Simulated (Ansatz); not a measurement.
HgSe: pressure series

The reference is HgSe in the zinc blende structure (space group F-43m, No. 216; a = 6.1332 Å).

Cell and atoms are relaxed at each pressure.

All numbers come from PBEsol (Ansatz, a quantum-chemistry and plane-wave program; PAW; 420 eV plane waves; scalar-relativistic without spin-orbit coupling), earlier PAW set.

Notes on the quantities. enthalpy: H = E + PV relative to the base's energy.

| change | enthalpy | lattice parameter a |
|---|---|---|
| base | – | 6.133 Å |
| pressure −2 GPa | -0.37 eV/atom | 6.223 Å |
| pressure −1 GPa | -0.18 eV/atom | 6.175 Å |
| pressure 0.9 GPa | +0.16 eV/atom | 6.099 Å |
| pressure 2.1 GPa | +0.37 eV/atom | [?] |
| pressure 4.5 GPa | +0.78 eV/atom | [?] |
| pressure 9 GPa | +1.51 eV/atom | 5.879 Å |
| pressure 15 GPa | +2.44 eV/atom | 5.769 Å |
| pressure 22.5 GPa | +3.53 eV/atom | 5.663 Å |
| pressure 30 GPa | +4.56 eV/atom | 5.577 Å |

Task: What belongs in the blanks?

Result: 
- pressure 2.1 GPa, lattice parameter a: 6.058 Å
- pressure 4.5 GPa, lattice parameter a: 5.986 Å

The mesh was chosen for an insulator and is coarse for the gapless case. Load acts through the strain it causes; cell and atoms are relaxed under it. No phonon test of stability was made. Tetrahedral semiconductors of this kind turn to denser phases somewhere between about 1 and 50 GPa; those were not computed, so compressed cells here can lie past the real transition. The final runs are not spin-polarised.
